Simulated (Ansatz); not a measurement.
Ansatz (an electronic-structure program), DFT, PBE, plane waves, its default PAW files: unreconstructed Si(100) slab of 24 layers, 1x1, C adatom, atoms displaced (Si24C), unrelaxed, 25 atoms. Basis and mesh were picked for this test and aren't claimed converged.

- cell: 3.84, 3.84, 42.83 Å; 90, 90, 90°
- distance to the nearest atom: 2.07 to 2.35 Å
- task: single point
- k mesh: 6×6×1
- hamiltonian.xc: pbe
- kind of files: paw
- scf.occupations.method: gaussian
- scf.occupations.width: 0.1 eV
- output.forces: true
- binding of workers (--pin): off
- k-point pools (--kpoint-pools): 1
- memory maximum (--max-ram): 8GiB
- accuracy: medium (default)
- basis.precision: auto (default)
- basis.xc_grid: 2 (default)
- scf.eigensolver.kind: auto (default)
- scf.convergence.dr2_threshold: 1e-07 (default)
- scf.lower_state_search: light (default)
- k-points after symmetry: 20
- bands at the start: 75
- electrons: 100
- plane waves at Γ: 12391
- cutoff (eV): 420
- FFT grid: 27×27×288
- symmetry operations: 1

Settings of this run: scf.mixing.algorithm = broyden, scf.mixing.preconditioner = none, scf.algorithm = auto; 4 threads.

```
iteration  dr2 (eV)     Hψ
---------  --------  -----
1            5.12e1   9075
2            1.15e5  37638
3            1.52e4  28045
4            2.57e3  18979
5            8.99e1  11207
6            1.75e1   4854
7            2.04e1   2592
8            8.95e0   1881
9            4.04e0   1332
10           3.67e0   1261
11          8.56e-1   1244
12           1.13e0   1912
13           1.21e1   3454
14           1.13e0   4297
15          1.30e-1   2622
16          7.82e-2   1923
17          2.55e-2   1475
18          9.49e-3   1261
19          4.71e-3   1321
20          3.03e-3   1240
21          1.42e-3   1221
22          1.83e-4   1314
23          9.73e-5   1698
24          2.58e-4   1918
25          9.63e-6   1420
26          1.65e-6   1566
27          1.36e-6   1739
28          3.44e-7   1364
29          1.88e-7   1493
30          2.41e-7   1465
31          6.53e-8  15285
```

It converged after 31 SCF iterations.

Task: Which change of one setting makes this cycle converge in far fewer steps?

Result: Several could match; the one computed here: scf.mixing.preconditioner = auto (default) (17 SCF iterations), all else kept. The other changes of this size gave: scf.mixing.algorithm = auto (default) (25); scf.mixing.preconditioner = kerker (26). With more settings changed, the fewest of all runs of this system: scf.mixing.algorithm = auto (default), scf.mixing.preconditioner = auto (default), scf.algorithm = direct_min (11). In that run the program took: scf.mixing.preconditioner LDOS, scf.eigensolver.kind band_cg, --slots 4. The change moves the result by: energy under 0.001 meV/atom, forces (largest component) 0.074 meV/Å. Counts are of single runs.

Keys are those of Ansatz 0.2.
